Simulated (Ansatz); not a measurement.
# HfO2: pressure 7.5 GPa

Base system: HfO2 (space group Pca2_1, No. 29; a = 5.2944 Å, b = 5.0698 Å, c = 5.1018 Å).

It is then changed as follows: cell and atoms relaxed at a pressure of 7.5 GPa.

Method: Ansatz (a program for electronic structure), PBE, PAW, cutoff 420 eV, no spin-orbit coupling, earlier PAW set. Settings: 5×5×5 k-points, 0.05 eV Fermi–Dirac smearing.

- Volume per atom: 11.02 Å³ (base 11.41 Å³)
- Density: 10.57 g/cm³ (base 10.21 g/cm³)
- Shortest interatomic distance: 3.837 bohr (base 3.865 bohr)
- Enthalpy H = E + PV relative to the base's energy: +0.52 eV/atom
- Band gap: 4.48 eV (an upper bound: an edge found on the path is not a true extremum; the changed cell) (base 4.39 eV)

With Hf present, leaving out spin-orbit coupling can change the band edges. Load acts through the strain it causes; cell and atoms are relaxed under it. Whether these cells are dynamically stable was not tested. Competing high-pressure phases were not computed. This is not the structure that HfO2 has at room temperature and ambient pressure.
